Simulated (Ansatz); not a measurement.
Take BeSe in the zinc blende structure (space group F-43m, No. 216; a = 5.1777 Å) as the base.

The values are results of PBE in Ansatz (plane waves to 420 eV, PAW, spin-orbit coupling left out), not measurements.

One change was made to it. Results:

```json
[
 {"quantity": "shortest interatomic distance", "base": "4.237 bohr", "after": "4.031 bohr"},
 {"quantity": "electron mass", "base": "0.90 mₑ along k, 0.27 mₑ across (at X)", "after": "0.82 mₑ along k, 0.25 mₑ across (at X)"},
 {"quantity": "band gap", "base": "2.67 eV", "after": "2.32 eV"},
 {"quantity": "width of the top valence band", "base": "3.20 eV", "after": "3.96 eV"},
 {"quantity": "hole mass (degenerate bands, along [100])", "base": "0.24, 0.48, 0.48 mₑ (at Γ)", "after": "0.26, 0.40, 0.40 mₑ (at Γ)"}
]
```

Q: Which change produced these results?
A. pressure 30 GPa
B. pressure 15 GPa
C. pressure 75 GPa
D. pressure 3 GPa

A: B, pressure 15 GPa. For comparison, the band gap in the other runs: pressure 75 GPa gives 1.36 eV; pressure 3 GPa gives 2.59 eV; pressure 30 GPa gives 2.03 eV.

Load acts through the strain it causes; cell and atoms are relaxed under it. Effective masses come from finite differences of ±0.01 Å⁻¹. Along k means along the line from Γ to the band edge. Whether these cells are dynamically stable was not tested. Competing high-pressure phases were not computed.

Ansatz is a quantum-chemistry and plane-wave program.
